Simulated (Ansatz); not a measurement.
The starting structures come from a database of crystals and need not be the phases stable at ambient conditions.

Here is the system:

```
CELL_PARAMETERS angstrom
      3.14528     0.00000     0.00000
      0.00000     5.09689     0.00000
      1.57264     0.00000     2.72389
ATOMIC_POSITIONS crystal
  Al 0.00000 0.00074 0.00000
  Ga 0.66667 0.50283 0.66667
  N  0.66667 0.88820 0.66667
  N  0.00000 0.37184 0.00000
```

Space group of this cell: P3m1. The cell is taken as given.

Method: r2SCAN (plane waves, PAW; Ansatz, a first-principles code).

The current runs along the normal of the first two printed vectors; no spin-orbit coupling. Scaled by the factor s: all lengths (ions clamped). Meshes 12×6×12 and 10×6 across the current in all rows.

| s | mean pressure (GPa) | band gap (eV) |
|---|---|---|
| 0.98 | 13.5 | 3.84 |
| 1.00 | -0.4 | 3.37 |
| 1.02 | -11.1 | ? |

Question: Take the slope of the band gap against ln s from the two given rows, extrapolate to s = 1.02, and say what the run there gives.

Answer: Slope = (3.84 − 3.37) / ln 0.98 = -23.3 eV. The line gives 3.37 + (-23.3) × ln 1.02 = 2.91 eV. The run gives 2.92 eV, 0.01 eV over the line, 2 % of the predicted step.
